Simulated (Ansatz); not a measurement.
# Carrier doping in MoTe2

Start from MoTe₂ (space group P6_3/mmc, No. 194; a = 3.497 Å, c = 13.697 Å; layered, stacked along the Cartesian z axis).

Carriers are added at fixed cell with a uniform background; the Fermi–Dirac width is that of 300 K.

Computed with PBE-D3(BJ)/PAW in Ansatz (an electronic-structure program), spin-orbit coupling left out, earlier PAW set.

Notes on the quantities. Fermi level from band edge: Fermi level relative to the doped band's edge (positive inside the band; to 0.05 eV).

| change | Fermi level from band edge | gap character | gap between the host's bands |
|---|---|---|---|
| undoped | – | indirect, Γ → k = (0.200, 0.200, 0) in the run's primitive reciprocal basis | 0.60 eV |
| electrons 2.0×10^21 cm⁻³ | +0.30 eV | indirect, Γ → k = (0.200, 0.200, 0) in the run's primitive reciprocal basis | 0.59 eV |
| electrons 3.0×10^21 cm⁻³ | +0.40 eV | indirect, Γ → k = (0.200, 0.200, 0) in the run's primitive reciprocal basis | 0.58 eV |
| electrons 5.0×10^21 cm⁻³ | +0.50 eV | indirect, Γ → k = (0.200, 0.200, 0) in the run's primitive reciprocal basis | 0.57 eV |
| holes 2.0×10^21 cm⁻³ | +0.20 eV | indirect, K–Γ (81 % along) → k = (0.200, 0.200, 0) in the run's primitive reciprocal basis | 0.60 eV |
| holes 3.0×10^21 cm⁻³ | +0.25 eV | indirect, K–Γ (81 % along) → k = (0.200, 0.200, 0) in the run's primitive reciprocal basis | 0.59 eV |
| holes 5.0×10^21 cm⁻³ | +0.35 eV | indirect, K–Γ (81 % along) → k = (0.200, 0.200, 0) in the run's primitive reciprocal basis | 0.57 eV |

Carriers are added with a uniform compensating background; total energy and stress of such cells depend on the potential's zero and are not compared; many-body gap narrowing is missing at this level. Spin-orbit coupling, missing from the scalar runs, can matter with Te. No phonon test of stability was made. The D3 term's C6 switches between coordination references near this geometry, which can add small steps to energies.
